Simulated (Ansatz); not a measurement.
Consider this model of amorphous In₂₄O₃₈Ge.

```xyz
63
Lattice="9.7145 0.2573 -0.4927 0.2573 9.6885 0.0902 -0.4927 0.0902 9.5262" Properties=species:S:1:pos:R:3 pbc="T T T"
In     4.9808     3.6923     6.6569
In     1.9208     8.8968     4.7256
In     6.8746     0.7246     6.6366
In     6.7789     3.1738     1.9632
In     6.6609     5.5317     4.1176
In     4.5953     8.1262     2.0486
In     7.6411     3.2040     8.6462
In     1.3495     3.1648     7.3900
In     9.0659     6.2216     6.9134
In     3.2933     1.7416     1.0018
In     0.4866     5.4851     4.1830
In     6.8008     9.4959     0.6940
In    -0.0590     0.2328     1.4591
In     8.1948     6.5679     0.9562
In     8.2154     8.7978     4.0524
In     3.6936     0.3477     7.6673
In     8.5997     2.7961     5.0811
In     5.1012     0.6562     4.1721
In     6.2108     7.3932     7.2203
In     0.9449     3.8961     1.2862
In     2.7256     6.3962     6.7060
In     3.7506     4.1579     3.1090
In     4.9069     5.3703     0.1545
In     0.6480     9.5358     7.7104
O      2.5465     8.7771     6.7827
O      6.3432     8.6878     5.5329
O      8.4585     1.0465     8.0742
O      6.1220     7.1530     0.7793
O      2.2011     1.5482     8.4518
O      4.4135     6.5882     7.8350
O      8.5904     8.6347     1.1757
O      3.3813     6.6561     1.2134
O      1.5834     8.7197     0.2543
O      5.4849     3.8249     8.7797
O      1.6639     4.0298     3.3329
O      0.7085     6.0890     1.5442
O      1.2947     6.3717     8.3423
O      4.6076     1.5641     6.1115
O      1.2622     1.7962     1.5414
O      8.3955     4.3872     0.8906
O      5.6000     4.9493     2.2337
O      7.0440     2.9489     6.6251
O      2.9916     4.3101     7.0028
O      4.6422     9.7277     0.5736
O      0.2772     9.4674     3.7025
O     -0.1541     3.8783     8.7245
O      4.7649     4.8049     4.8452
O      7.6110     1.6855     0.7944
O      0.1302     4.5033     6.0337
O      5.9185     9.4084     8.1385
O      7.8936     7.0315     8.4106
O      9.3476     8.3221     5.9358
O      2.0430     6.7660     4.7824
O      3.6163     9.2627     3.5661
O      8.3419     6.7074     3.2923
O      3.2131     3.8932     0.9292
O      7.3400     1.1379     4.5521
O      4.7787     2.2412     2.6995
O      0.5721     1.5399     6.2099
O      7.1051     5.8309     6.0978
O      6.3533     9.0934     2.8164
O      7.8897     3.9054     3.5635
Ge     1.7951     6.9804     0.4553
```

Method: PBE, scalar-relativistic without spin-orbit coupling (plane waves to 420 eV, PAW; Ansatz, a quantum-chemistry and plane-wave program).

The cell was made by melting and quenching with the CHGNet potential and then relaxed with DFT. O atoms were pushed apart under 1.9 Å during the dynamics, to hinder bonds among them. The hot cell started wider than the set density and was brought back towards it in steps. It is the lowest in DFT energy of 2 quenches. It is a model cell: composition and starting density were chosen by hand, and all elements were melted together. No dispersion term was used. Its density started from a set value of 6.39 and ended at 6.39 g/cm³. The simulated quench (nominally 280 K/ps over its main leg) is rapid and tends to freeze in more defects than a deposited or slowly cooled glass has. A cell of this size samples the disorder only roughly. The volume was held where the preparation left it and the shape relaxed, at a PBE pressure of 2.0 GPa. Stress components on the final sampling reach 2.0 GPa.

Bonds are counted up to In-In 3.12 Å, In-O 2.70 Å, In-Ge 2.88 Å, O-O 1.58 Å, O-Ge 2.23 Å, Ge-Ge 2.81 Å. Two cations that share two anions don't count as bonded, nor two that share one unless they lie closer than In-In 3.04 Å, In-Ge 2.80 Å, Ge-Ge 2.57 Å.

Task: Give the coordination numbers, mean bond lengths and angles.

Result: 
```yaml
Mean coordination of In by anions: 5.38 (2 with 4, 11 with 5, 11 with 6)
Mean coordination of O: 3.50 (19 with 3, 19 with 4)
Mean coordination of Ge by anions: 4.00 (1 with 4)
Mean In-O bond: 2.192 Å (spread 0.108 Å, 129 counted)
Mean O-Ge bond: 1.778 Å (spread 0.009 Å, 4 counted)
Bond angle at In: mean 104.9°, spread 28.7°
Bond angle at O: mean 111.0°, spread 16.1°
Bond angle at Ge: mean 109.4°, spread 5.5°
```

Task: List the pairs of like atoms that count as bonded by the rules above.

Result: There are none by these rules.
